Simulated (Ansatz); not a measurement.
A hypothetical phase is included: elements placed on a structure type, which no database files for this compound.

By PBEsol, the system below comes out a metal.

The ballistic (Sharvin) conductance counts the channels at the Fermi level: G/A = (e²/h) × channels of both spins per area.

Data:

```xyz
2
Lattice="3.8745 0.0000 0.0000 0.0000 3.8745 0.0000 1.9372 -1.9372 2.7397" Properties=species:S:1:pos:R:3 pbc="T T T"
Ti     1.9372     0.0000     1.3698
Ti     3.8745     0.0000     2.7397
```

The cell was relaxed by PBE-D3(BJ); by PBEsol it stands under a pressure of 0.7 GPa.

The current flows along the normal of the first two printed cell vectors, the (001) plane of the conventional cell. No spin-orbit coupling; the value is a mean over 0.1 eV about the Fermi level.

**Question.** Predict the ballistic conductance per area from PBEsol run with Ansatz (a program for electronic structure).

**Answer.** 1.3 × 10¹⁵ S/m² for both spins.
